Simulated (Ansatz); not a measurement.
# Ge: response to strain

The reference is Ge in the diamond structure (space group Fd-3m, No. 227).

```
CELL_PARAMETERS angstrom
      0.00000     2.83729     2.83729
      2.83729     0.00000     2.83729
      2.83729     2.83729     0.00000
ATOMIC_POSITIONS crystal
  Ge 0.00000 0.00000 0.00000
  Ge 0.25000 0.25000 0.25000
```

Cartesian axes are those of the cell as printed.

Strains are applied to the cell and any free atomic positions relax; under biaxial strain the out-of-plane vector relaxes too.

Method: DFT with r2SCAN, PAW potentials and a 500 eV plane-wave cutoff in Ansatz (an electronic-structure program), without spin-orbit coupling.

Notes on the quantities. pressure: mean of the normal stresses, compression positive.

```json
[
 {"change": "base", "pressure": "0.00 GPa", "space group": "Fd-3m (No. 227)", "band gap": "0.36 eV"},
 {"change": "biaxial strain +1.04 %, plane normal [001], relaxed out of plane", "pressure": "-0.92 GPa", "space group": "I4_1/amd (No. 141)", "band gap": "…"},
 {"change": "biaxial strain +1.53 %, plane normal [001], relaxed out of plane", "pressure": "-1.3 GPa", "space group": "I4_1/amd (No. 141)", "band gap": "zero"},
 {"change": "biaxial strain +0.76 %, plane normal [110], relaxed out of plane", "pressure": "-0.86 GPa", "space group": "Imma (No. 74)", "band gap": "0.18 eV"},
 {"change": "biaxial strain +3.67 %, plane normal [110], relaxed out of plane", "pressure": "-3.5 GPa", "space group": "Imma (No. 74)", "band gap": "zero"},
 {"change": "biaxial strain −2.08 %, plane normal [111], relaxed out of plane", "pressure": "2.72 GPa", "space group": "R-3m (No. 166)", "band gap": "0.35 eV"},
 {"change": "biaxial strain +1.59 %, plane normal [111], relaxed out of plane", "pressure": "-1.7 GPa", "space group": "R-3m (No. 166)", "band gap": "zero"},
 {"change": "isotropic strain −0.27 %", "pressure": "0.59 GPa", "space group": "Fd-3m (No. 227)", "band gap": "0.44 eV"},
 {"change": "uniaxial strain ε_xx = +4.28 %", "pressure": "…", "space group": "I4_1/amd (No. 141)", "band gap": "zero"},
 {"change": "uniaxial strain ε_yy = −3.65 %", "pressure": "2.88 GPa", "space group": "I4_1/amd (No. 141)", "band gap": "…"}
]
```

Q: Fill in the withheld entries from the trend.

A: 
- biaxial strain +1.04 %, plane normal [001], relaxed out of plane, band gap: 0.13 eV
- uniaxial strain ε_xx = +4.28 %, pressure: -2.6 GPa
- uniaxial strain ε_yy = −3.65 %, band gap: 0.29 eV

A biaxial case was relaxed in a doubled cell and then solved in the primitive one. A case with no gap was solved on a k-mesh chosen for an insulator, which is coarse for it. No phonon test of stability was made. Gaps under 0.05 eV, about the width of the smearing, are given as zero. A zero or small gap of Ge under biaxial strain +1.04 %, plane normal [001], relaxed out of plane, Ge under biaxial strain +1.53 %, plane normal [001], relaxed out of plane, Ge under biaxial strain +0.76 %, plane normal [110], relaxed out of plane and Ge under biaxial strain +3.67 %, plane normal [110], relaxed out of plane can be the functional's error rather than a property of the material.
